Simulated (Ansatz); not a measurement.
The starting structures come from a database of crystals and need not be the phases stable at ambient conditions.

The decay constant κ of evanescent states in the gap governs leakage through a thin film.

Data:

```xyz
4
Lattice="4.2755 0.0000 0.0000 -2.1377 3.7027 0.0000 0.0000 0.0000 5.1556" Properties=species:S:1:pos:R:3 pbc="T T T"
Sr     0.0000     2.4684     4.8366
Sr     2.1377     1.2342     2.2588
O      0.0000     2.4684     2.2523
O      2.1377     1.2342     4.8301
```

Space group of this cell: P6_3mc. The cell is taken as given.

Transport runs along the normal of the first two printed cell vectors, the (001) plane of the conventional cell.

The gap is the functional's own, uncorrected, and κ follows it; spin-orbit coupling is left out. Mid-gap values are interpolated between the computed energies.

Question: Predict the band gap and the smallest decay constant κ at mid-gap from r2SCAN (Ansatz, a quantum-chemistry and plane-wave program).

Answer: Gap 3.02 eV on a 12×12×6 mesh; κ = 0.270 1/Å, at the zone centre.
